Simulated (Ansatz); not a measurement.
# fcc Pd (1 1 0) on tetragonal BaTiO3 (1 0 1) (film strained to the substrate, started from cuts of the bulks and a machine-learned relaxation; slabs Ba5Ti5O15 and Pd16, which can lie off the formulas)

A periodic stack without vacuum, fcc Pd (1 1 0) on tetragonal BaTiO3 (1 0 1) (film strained to the substrate, started from cuts of the bulks and a machine-learned relaxation; slabs Ba5Ti5O15 and Pd16, which can lie off the formulas): substrate slab Ba5Ti5O15, film Pd16, surface cells [[0, 1], [-1, 0]] and [[0, 2], [-1, 0]], film strained by +1.1 and +3.8 %, outermost planes O/BaOTi and Pd/Pd as cut, which need not be the usual terminations and can put a slab off its formula.

The start was prepared with a machine-learned potential, and the result is one local minimum, with the in-plane cell held and forces under 0.04 eV/Å; the film can end far from its bulk form.

Calculation: PBE (plane waves to 420 eV, PAW; Ansatz, a first-principles code). Scalar-relativistic, without spin–orbit coupling; the runs are not spin-polarised; PBE gaps are too small against experiment. Its k-point mesh 5×7×1, Fermi–Dirac width 0.05 eV.

| Quantity | Result |
|---|---|
| interface area | 23.1 Å² |
| period | 26.84 Å |
| heights between the nearest atoms of the two slabs at the two interfaces | 2.27 and 2.02 Å |
| Ba–Pd contacts across the interfaces within 1.22 times the sum of covalent radii | 10, mean 3.76 Å |
| Pd–Ti contacts across the interfaces within 1.22 times the sum of covalent radii | 4, mean 3.19 Å |
| O–Pd contacts across the interfaces within 1.22 times the sum of covalent radii | 2, mean 2.02 Å |

```xyz
41
Lattice="5.7908 -0.0016 -0.1617 -0.0011 3.9841 -0.1621 2.1274 -0.7892 26.8492" Properties=species:S:1:pos:R:3 pbc="T T T"
Ba     1.4494     3.5851     1.8626
Ti     4.3477     1.5346     1.9592
O      2.8906     1.5660     0.8581
O     -0.0489     1.5673     0.9370
O      4.3602     3.6598     2.1857
Ba     4.4398     3.7275     4.8480
Ti     1.5407     1.7171     4.9085
O      5.9045     1.7082     3.6249
O      2.9064     1.7097     3.7097
O      1.5521     3.7775     5.1304
Ba     1.6349     3.8641     7.8506
Ti     4.5286     1.8501     7.7902
O      3.1017     1.8379     6.6623
O      5.8919     1.8375     6.5829
O      4.5397     3.9068     7.9999
Ba     4.6220     3.9925    10.7089
Ti     1.7266     1.9818    10.8181
O      6.0861     1.9697     9.5291
O      3.0958     1.9707     9.6132
O      1.7357     4.0411    11.0173
Ba     1.8154     4.1353    13.7512
Ti     4.7113     2.0886    13.6392
O      3.2366     2.1081    12.5691
O      6.1157     2.1070    12.4821
O      4.7173     4.1776    13.7986
Pd     4.6952     0.3425    17.5293
Pd     1.7968     0.3420    17.5611
Pd     6.0827     2.2814    16.1142
Pd     3.2441     2.2809    16.2073
Pd     7.6601     0.4575    20.2231
Pd     4.7613     0.4589    20.3186
Pd     3.2752     2.3948    18.9173
Pd     6.1778     2.3935    18.8291
Pd     4.8460     0.5744    23.0755
Pd     7.7470     0.5736    22.9919
Pd     6.2523     2.5069    21.5426
Pd     3.3540     2.5083    21.6385
Pd     7.8010     0.6834    25.6049
Pd     4.9578     0.6843    25.6853
Pd     3.4447     2.6249    24.4065
Pd     6.3394     2.6222    24.2847
```
